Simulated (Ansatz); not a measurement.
## Ga2AsP (R3m, No. 160, 4 atoms in the cell; start mp-1224789)

Level of theory: PBE0 (PAW; Ansatz, a quantum-chemistry and plane-wave program).

Run with plane-wave cutoff 460 eV, 8×8×8 k mesh, Fermi–Dirac smearing 0.01 eV, scalar-relativistic PAW data made under PBE.

Cell (relaxed with PBEsol):

```cif
data_AsGa2P
_chemical_formula_sum 'Ga2 P1 As1'
_space_group_name_H-M_alt 'P 1'
_space_group_IT_number 1
_cell_length_a 6.79727
_cell_length_b 6.79727
_cell_length_c 6.79727
_cell_angle_alpha 33.540
_cell_angle_beta 33.540
_cell_angle_gamma 33.540
loop_
_space_group_symop_operation_xyz
  'x, y, z'
loop_
_atom_site_label
_atom_site_type_symbol
_atom_site_fract_x
_atom_site_fract_y
_atom_site_fract_z
_atom_site_occupancy
Ga1 Ga 0.99750 0.99750 0.99750 1
Ga2 Ga 0.50258 0.50258 0.50258 1
P1 P 0.62511 0.62511 0.62511 1
As1 As 0.12481 0.12481 0.12481 1
```

```yaml
band_gap: 2.49 eV (on the SCF k mesh) (direct)
```

Note: cell and atoms aren't relaxed at this level (pressure 0.9 GPa).

Spin–orbit coupling is not included.

Static lattice: no zero-point or thermal effects.

It cost very roughly 16 core-minutes of CPU time.

A start named mp-… is a Materials Project structure, which need not be a measured phase.
